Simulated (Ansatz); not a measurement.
# Defect calculation: Sb on the Al site in wurtzite AlN

All values below come from PBE, PAW (plane waves to 420 eV; Ansatz, an electronic-structure program). A supercell of 96 sites (3×2×2 repeats of a cell of 8 atoms) was used; the energies come from a 2×2×2 shifted sampling of its zone. Site at the start: the Al site. Finite-size correction: monopole term and site-potential alignment. Dielectric constants: PBE linear response of the host. Host gap at this level: 4.03 eV. A cell of this size leaves errors of a few tenths of an eV. PBE underestimates the host's gap, which shifts levels and can delocalise carriers. Spin–orbit coupling is left out, which matters for these heavy elements. Each state is the lowest found from its start.

Charges with a result: +2, +1, 0, −1. Others weren't obtained, and one of them could lie lower, also by skipping a charge.

| charge | moment (μB) | largest move off a lattice site (Å) | image correction with alignment (eV) |
|---|---|---|---|
| +2 | not spin-polarised | 0.10 | 1.34 |
| +1 | 1.0 | 0.25 | 0.45 |
| 0 | not spin-polarised | 0.80 | 0.00 |
| −1 | 1.0 | 0.82 | -0.05 |

Transition levels above the valence-band maximum: ε(+2/+1) = 2.10 eV; ε(+1/0) = 2.19 eV; ε(0/−1) = 3.84 eV. On the lower envelope of the bound states, inside the gap: (+2/+1) at 2.10 eV; (+1/0) at 2.19 eV; (0/−1) at 3.84 eV.

Flagged in the runs: a host whose relaxation on this sampling wasn't shown to rest, a strain field that reaches the edge of the cell.
